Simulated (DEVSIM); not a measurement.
Structure: Schottky contact on p-type In0.53Ga0.47As, at 300 K.

```csv
layer (left to right),material,thickness (μm),Na (cm⁻³),τn (s),τp (s)
1,In0.53Ga0.47As,0.360,5e16,2.1e-8,2.1e-8
```

Left contact: Schottky, work function 4.91 eV, emission velocity 1.2e7 cm/s. Right contact: ohmic. Voltage is applied to the left contact. Recombination: SRH at mid-gap, Auger. Mobility is μmin + (μ − μmin)/(1 + (N/Nref)^α).

Constants are typed, rounded textbook-type inputs, not results; the design itself was drawn at random and stands for no fabricated device. Values at 300 K.

```csv
parameter,In0.53Ga0.47As
gap (eV),0.74
affinity (eV),4.51
permittivity,13.9
Nc (cm⁻³),2.1e17
Nv (cm⁻³),7.7e18
μn (cm²/Vs),12000
μp (cm²/Vs),300
"μn,min",300
"μp,min",10
"Nref,n",1.3e17
"Nref,p",4.9e17
αn,0.48
αp,0.4
Cn (cm⁶/s),5e-29
Cp (cm⁶/s),5e-29
```

Model (solved in DEVSIM): 1D drift-diffusion, Boltzmann statistics, complete ionisation; no tunnelling, impact ionisation, image-force lowering or self-heating. Metal contacts follow the ideal Schottky-Mott rule: no Fermi-level pinning, no interface dipoles.

Base results: potential step across the device at zero bias (V) 0.210; largest field in the device at zero bias (V/cm) 49000.

What follows from this one change: metal work function 4.91 → 4.86 eV?

potential step across the device at zero bias 0.210 → 0.260 V; largest field in the device at zero bias 49000 → 55000 V/cm.

What follows from this one change: metal work function 4.91 → 4.81 eV?

potential step across the device at zero bias 0.210 → 0.310 V; largest field in the device at zero bias 49000 → 60000 V/cm.

What follows from this one change: doping Na of layer 1 5e+16 → 5e+17 cm^-3?

potential step across the device at zero bias 0.210 → 0.269 V; largest field in the device at zero bias 49000 → 170000 V/cm.
